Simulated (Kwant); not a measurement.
Model: one-band effective-mass tight-binding model in one dimension, coherent, no space charge, current by the Tsu-Esaki formula (Kwant).

System: In0.53Ga0.47As/In0.52Al0.48As stack with 2 barriers. One parabolic valley. Leads of mass 0.041 mₑ with the band edge at 0; grid 0.1 nm; bias swept from 0.0208 to 0.43967 V, dropping linearly over the stack. Emitter Fermi level 0.057 eV, 4 K, equal in the collector.

```csv
layer,thickness (nm),band offset (eV),mass (mₑ)
1,2,0.52,0.075
2,4.8,0,0.041
3,2.6,0.52,0.075
```

Constants are typed, rounded textbook-type inputs, not results; the design itself was drawn at random and stands for no fabricated device.

Sweep values stay those of the base run.

One input was changed, with this effect: J at bias = 0.4397 V 2330 → 2640 A/cm²; J at bias = 0.3350 V 3940 → 1040 A/cm²; bias of the first current peak 0.230 → 0.126 V; first peak current 142000 → 64800 A/cm².

Q: Which change was it?
A. mass in the first barrier 0.075 → 0.06 mₑ
B. width of the first well 4.8 → 7.2 nm
C. temperature 4 → 77 K

A: B, width of the first well 4.8 → 7.2 nm
